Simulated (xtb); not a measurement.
xtb 6.7.1, GFN1-xTB: Al(OEt)3 cation (CC[O][Al]([O]CC)[O]CC), charge +1, multiplicity 2, 25 atoms. The geometry is a generated start, not checked to be a minimum at this level.

```
Item                                                                                                           Result
------------------------  -------------------------------------------------------------------------------------------
method                                                                                                       GFN1-xTB
--acc                                                                                                     1 (default)
--etemp (K)                                                                                             300 (default)
detailed input (--input)  none: ANC optimiser, Lindh (1995) Hessian, microcycle=20, maxdispl=1.0, hlow=0.01 (default)
basis functions                                                                                                    76
valence electrons                                                                                                  59
```

```xyz
25

Al     0.0425    -0.2241    -0.0612
O     -1.5724    -0.4271     0.2401
C     -2.8958    -0.6565    -0.1477
C     -3.7949     0.4866     0.3139
H     -2.9594    -0.7621    -1.2363
H     -3.2293    -1.5982     0.3096
H     -3.4697     1.4214    -0.1385
H     -4.8237     0.2880     0.0242
H     -3.7418     0.5896     1.3951
O      0.6485    -0.5443    -1.5723
C      1.7164    -0.5082    -2.4744
C      1.6536     0.7398    -3.3441
H      2.6704    -0.5356    -1.9359
H      1.6484    -1.4068    -3.1022
H      1.7176     1.6250    -2.7149
H      2.4758     0.7454    -4.0545
H      0.7121     0.7684    -3.8868
O      1.0516     0.2932     1.1495
C      1.2872     0.5775     2.4971
C      2.0225    -0.5715     3.1738
H      1.8952     1.4914     2.5426
H      0.3415     0.7674     3.0178
H      2.9529    -0.7774     2.6496
H      2.2442    -0.3152     4.2059
H      1.4066    -1.4668     3.1497
```

Charge 1 and multiplicity 2 are set for this test and not shown to be the ground state. GFN-xTB has no spin term: --uhf 1 sets the occupations alone.

The structure is relaxed from this start with --opt LEVEL for the levels crude, sloppy, loose, lax, normal, tight, vtight, extreme, once each. Up to the end of the extreme run atoms move by at most 2.6 Å along an axis.

Task: Choose the cheapest level whose final energy lies within 5 meV of that of extreme.

Result: normal: 139 cycles against 168, ending 0.60 meV above.

| level | cycles | energy above the extreme run (meV) | gradient norm (eV/Å) |
|---|---|---|---|
| crude | 4 | 240 | 0.27 |
| sloppy | 6 | 230 | 0.28 |
| loose | 24 | 180 | 0.15 |
| lax | 81 | 53 | 0.099 |
| normal | 139 | 0.60 | 0.039 |
| tight | 148 | 0.12 | 0.017 |
| vtight | 158 | 0.021 | 0.0036 |
| extreme | 168 | — | 0.0017 |
